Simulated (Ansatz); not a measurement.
The starting structures come from a database of crystals and need not be the phases stable at ambient conditions.

Data:

```yaml
crystal:
  lattice:
    - [4.00390, 0.00000, 0.00000]
    - [0.00000, 4.00390, 0.00000]
    - [0.00000, 0.00000, 5.62318]
  atoms:
    - { symbol: Zn, position: [0.00000, 0.00000, 0.00000] }
    - { symbol: Sn, position: [0.50000, 0.50000, 0.50000] }
    - { symbol: P, position: [0.00000, 0.50000, 0.22706] }
    - { symbol: P, position: [0.50000, 0.00000, 0.77294] }
```

Space group of this cell: P-4m2. The cell is taken as given.

These are r2SCAN (plane waves, PAW; Ansatz, a first-principles code) values and carry that method's errors.

The current runs along the normal of the first two printed vectors; no spin-orbit coupling. Scaled by the factor s: all lengths (ions clamped). Meshes 8×8×6 and 8×8 across the current in all rows.

| s | mean pressure (GPa) | band gap (eV) |
|---|---|---|
| 0.98 | 5.4 | ? |
| 1.00 | 0.1 | 0.87 |
| 1.02 | -3.8 | 0.66 |

Problem. Take the slope of the band gap against ln s from the two given rows, extrapolate to s = 0.98, and say what the run there gives.

Solution. Slope = (0.66 − 0.87) / ln 1.02 = -10.6 eV. The line gives 0.87 + (-10.6) × ln 0.98 = 1.08 eV. The run gives 1.05 eV, 0.03 eV under the line, 16 % of the predicted step.
